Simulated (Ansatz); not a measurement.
The parent structure is Ti3Al (space group P6_3/mmc, No. 194; a = 5.688 Å, c = 4.608 Å). Axes: x lies along a and z along c of the hexagonal cell.

Structures relaxed with PBEsol, PAW, 420 eV (Ansatz, an electronic-structure program; no SOC).

Base:

Simulated powder pattern, Co Kα, λ = 1.79026 Å (kinematic, ideal powder, no thermal factors, no anomalous dispersion; the 14 strongest lines at most, above 2 %, up to 2θ = 90°):

```tsv
2θ (°)	I/Imax (%)	hkl
30.85	6.6	(101)
36.69	2.2	(110)
42.63	25	(200)
45.72	27	(002)
48.67	100	(201)
64.28	14	(202)
78.03	15	(220)
86.75	18	(203)
```

Modification: strain tensor (xx, yy, zz, yz, xz, xy) = (−1.47, −0.40, +0.56, −1.52, −1.04, −1.61) %, atoms relaxed at fixed cell.

After the change:

Simulated powder pattern, Co Kα, λ = 1.79026 Å (kinematic, ideal powder, no thermal factors, no anomalous dispersion; the 14 strongest lines at most, above 2 %, up to 2θ = 90°):

| 2θ (°) | d (Å) | I/Imax (%) | hkl |
|---|---|---|---|
| 42.55 | 2.467 | 26 | (2 -2 0) |
| 42.84 | 2.451 | 28 | (020) |
| 43.84 | 2.398 | 34 | (200) |
| 45.48 | 2.316 | 100 | (002) |
| 48.14 | 2.195 | 64 | (0 2 -1) |
| 48.48 | 2.180 | 65 | (-2 2 1) |
| 48.63 | 2.174 | 64 | (2 -2 1) |
| 48.98 | 2.159 | 56 | (2 0 -1) |
| 49.47 | 2.139 | 59 | (021) |
| 50.44 | 2.101 | 51 | (201) |
| 77.38 | 1.432 | 19 | (2 -4 0) |
| 79.48 | 1.400 | 18 | (4 -2 0) |
| 80.07 | 1.392 | 17 | (220) |
| 86.14 | 1.311 | 11 | (-2 2 3) |

The indices refer to the base's conventional cell; one index is shown for lines that coincide. The space group is now P-1 (No. 2).

Whether these cells are dynamically stable was not tested. All final runs are without spin polarisation.
